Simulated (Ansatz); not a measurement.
**Pressure series in WS2**

Take WS2 (space group P6_3/mmc, No. 194; a = 3.154 Å, c = 12.141 Å; layered, stacked along the Cartesian z axis) as the base.

Cell and atoms are relaxed at each pressure.

The values are results of PBE-D3(BJ) (Ansatz, a quantum-chemistry and plane-wave program, PAW, scalar-relativistic without spin-orbit coupling), not measurements.

Two rows of this table had their results exchanged by mistake.

```csv
pressure,volume per atom (Å³),shortest distance (Å),band gap
pressure −2 GPa,18.50,2.415,1.13 eV
pressure −1 GPa,17.83,2.411,0.98 eV
pressure 0.3 GPa,15.54,2.381,0.42 eV
pressure 0.7 GPa,17.21,2.405,0.84 eV
pressure 1.5 GPa,16.99,2.403,0.78 eV
pressure 3 GPa,16.64,2.398,0.70 eV
pressure 5 GPa,16.26,2.393,0.61 eV
pressure 7.5 GPa,15.87,2.386,0.51 eV
pressure 10 GPa,17.33,2.406,0.86 eV
```

Which two?

The rows for pressure 0.3 GPa and pressure 10 GPa: the volume has to fall steadily with pressure, so 17.33 Å³ belongs to pressure 0.3 GPa and 15.54 Å³ to pressure 10 GPa.

With W present, leaving out spin-orbit coupling can change the band edges. Load acts through the strain it causes; cell and atoms are relaxed under it. Stability against distortions was not tested. No other phases were tried under pressure.
